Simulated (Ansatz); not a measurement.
Consider InAgTe2 in the chalcopyrite structure (space group I-42d, No. 122; a = 6.354 Å, c = 12.637 Å). Axes: x, y, z lie along a, b, c of the conventional cell.

Method: LDA (Ansatz, a quantum-chemistry and plane-wave program; PAW; 420 eV plane waves; no SOC).

Strains are applied to the cell and any free atomic positions relax; under biaxial strain the out-of-plane vector relaxes too.

One change was made to it. Results:

The band gap is still zero; the pressure (mean of the normal stresses, compression positive) goes from zero to 0.5 GPa; the energy increases by 2.1 meV/atom; the shortest interatomic distance drops by 0.010 Å, from 2.709 Å to 2.699 Å.

Which of these changes matches the shifts?
(A) biaxial strain −3.00 %, plane normal [001], relaxed out of plane
(B) biaxial strain −1.50 %, plane normal [001], relaxed out of plane
(C) biaxial strain −2.25 %, plane normal [001], relaxed out of plane

B, biaxial strain −1.50 %, plane normal [001], relaxed out of plane. For comparison, the energy relative to the base in the other runs: biaxial strain −3.00 %, plane normal [001], relaxed out of plane gives +8.5 meV/atom; biaxial strain −2.25 %, plane normal [001], relaxed out of plane gives +4.7 meV/atom.

A case with no gap was solved on a k-mesh chosen for an insulator, which is coarse for it. Spin-orbit coupling, missing from the scalar runs, can matter with Te. Stability against distortions was not tested. All final runs are without spin polarisation. Gaps under 0.05 eV, about the width of the smearing, are given as zero. A zero or small gap of InAgTe2 can be the functional's error rather than a property of the material.
